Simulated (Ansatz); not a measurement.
# Quick settings and what they miss: CaMg₂ (R-3m, 6 atoms in the cell)

Self-consistent single point.

```yaml
crystal:
  lattice:
    - [3.09458, 1.78666, 5.05914]
    - [-3.09458, 1.78666, 5.05914]
    - [0.00000, -3.57332, 5.05914]
  atoms:
    - { symbol: Ca, position: [0.12466, 0.12466, 0.12466] }
    - { symbol: Ca, position: [0.87534, 0.87534, 0.87534] }
    - { symbol: Mg, position: [0.50000, 0.00000, 0.50000] }
    - { symbol: Mg, position: [0.50000, 0.50000, 0.00000] }
    - { symbol: Mg, position: [0.00000, 0.50000, 0.50000] }
    - { symbol: Mg, position: [0.50000, 0.50000, 0.50000] }
```

Method: PBEsol, default PAW files made with PBE (plane waves; Ansatz, a program for electronic structure).

Base settings: basis.ecutwfc = 420 eV; kpoints.mp_grid.grid = 8 8 8; hamiltonian.xc = pbesol; hamiltonian.pseudopotentials = {kind: paw} (the program's default PAW files); scf.occupations.method = fermi_dirac; scf.occupations.width = 0.1 eV.

Tight run (finer mesh or higher cutoff; not a proven limit): basis.ecutwfc: 420 eV → 590 eV; kpoints.mp_grid.grid: 8 8 8 → 11 11 11; scf.convergence.dr2_threshold: default (1e-07 eV) → 1e-09 eV. It gave Fermi level (on the code's own zero) 5.48 eV; pressure -0.35 GPa; largest force (vector length) 0.015 eV/Å.

Quick runs, as changes from the base:
- A: the base itself
- B: basis.ecutwfc: 420 eV → 295 eV; kpoints.mp_grid.grid: 8 8 8 → 4 4 4; hamiltonian.xc: pbesol → lda; scf.occupations.width: 0.1 eV → 0.136 eV; kpoints.mp_grid.shift: default → 0.5 0.5 0.5 [LDA (PW92)]
- C: basis.ecutwfc: 420 eV → 210 eV
- D: basis.ecutwfc: 420 eV → 295 eV; hamiltonian.xc: pbesol → lda; kpoints.mp_grid.shift: default → 0.5 0.5 0.5 [LDA (PW92)]
- E: basis.ecutwfc: 420 eV → 250 eV; kpoints.mp_grid.grid: 8 8 8 → 1 1 1; hamiltonian.xc: pbesol → lda; scf.occupations.method: fermi_dirac → gaussian; scf.occupations.width: 0.1 eV → 0.5 eV; scf.convergence.dr2_threshold: default (1e-07 eV) → 0.0001 eV [LDA (PW92)]
- F: basis.ecutwfc: 420 eV → 250 eV; kpoints.mp_grid.grid: 8 8 8 → 6 6 6; scf.occupations.method: fermi_dirac → methfessel_paxton; scf.occupations.width: 0.1 eV → 0.2 eV

Energies are extrapolated to zero smearing width, which holds to low order in the width alone.

Dashes: energy of B, D, E, another energy zero.

† marks runs with another functional, U, potentials or spin treatment: their distance from the tight run is not a convergence error alone.

The count of work is k-points × plane waves × bands × iterations; it is no time. 

Pressures in the table are Ansatz's without its Pulay estimate, at a fixed set of plane waves; the tight run's value above holds the estimate.

The starting cell comes from a database of computed structures (which also holds hypothetical and non-ambient phases and stackings), without a prior relaxation at this level. Its lattice was rescaled by a random factor within 2.5 % of one.

```
run  energy less tight (meV/atom)  pressure less tight (GPa)  largest miss in a force vector (eV/Å)  count of work / tight
---  ----------------------------  -------------------------  -------------------------------------  ---------------------
A                             1.1                      -0.01                                  0.000                   0.20
B†                              –                      -2.85                                  0.019                  0.021
C                          1096.4                     -36.26                                  0.000                  0.082
D†                              –                      -2.87                                  0.001                   0.12
E†                              –                      -9.16                                  0.002                 0.0014
F                           202.9                      -8.34                                  0.000                  0.050
```

Among the runs at the tight run's level, the energy misses run from 1.1 to 1096.4 meV/atom.

Keys are those of Ansatz 0.2.
